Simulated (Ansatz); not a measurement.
Double-hcp La, treated with PBE-D4 (PAW; Ansatz, a quantum-chemistry and plane-wave program).

Numerical settings: plane-wave cutoff 520 eV, 18×18×6 k mesh (along the axes of the cell as run), Fermi–Dirac smearing 0.05 eV, scalar-relativistic PAW data made under PBE.

Results at a series of volumes:

```
V (Å³/atom)  E − E_lowest (meV/atom)  P (GPa)
-----------  -----------------------  -------
33.838                          4.71    1.099
34.543                          1.14    0.528
35.248                          0.00   -0.002
35.953                          1.11   -0.495
36.658                          4.31   -0.955
```

Problem. Fit the third-order Birch–Murnaghan equation and give B0 and B′.

Solution. V0 = 35.245 Å³/atom, B0 = 25.6 GPa, B′ = 2.6 (fit to the energies at full precision).

Shape and atoms are relaxed at each volume.

Measured, for comparison: bulk modulus 27.9 GPa (room temperature, not corrected to a static lattice; as tabulated in Wikipedia's data pages). Computed (rounded) less measured: bulk modulus -8 %.

Note: the bulk modulus comes from volumes at which shape and atoms were relaxed.

Spin–orbit coupling is not included.

The result took around 14 core-minutes (rough).
